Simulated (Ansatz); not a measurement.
## Sc: pressure series

Start from Sc in the hcp (Mg type) structure (space group P6_3/mmc, No. 194; a = 3.329 Å, c = 5.192 Å).

Cell and atoms are relaxed at each pressure.

Calculations: r2SCAN, PAW, 500 eV (Ansatz, a program for electronic structure; no spin-orbit coupling).

```csv
case,density,shortest interatomic distance
base,3.00 g/cm³,3.230 Å
pressure −2 GPa,2.88 g/cm³,3.275 Å
pressure −1 GPa,2.94 g/cm³,3.252 Å
pressure 0.9 GPa,3.04 g/cm³,3.212 Å
pressure 2.1 GPa,3.11 g/cm³,3.189 Å
pressure 4.5 GPa,3.22 g/cm³,3.147 Å
pressure 9 GPa,3.42 g/cm³,3.079 Å
pressure 15 GPa,3.66 g/cm³,3.003 Å
pressure 22.5 GPa,3.92 g/cm³,2.926 Å
pressure 30 GPa,4.16 g/cm³,2.863 Å
```

Load acts through the strain it causes; cell and atoms are relaxed under it. Stability against distortions was not tested. No other phases were tried under pressure. The final runs are not spin-polarised.
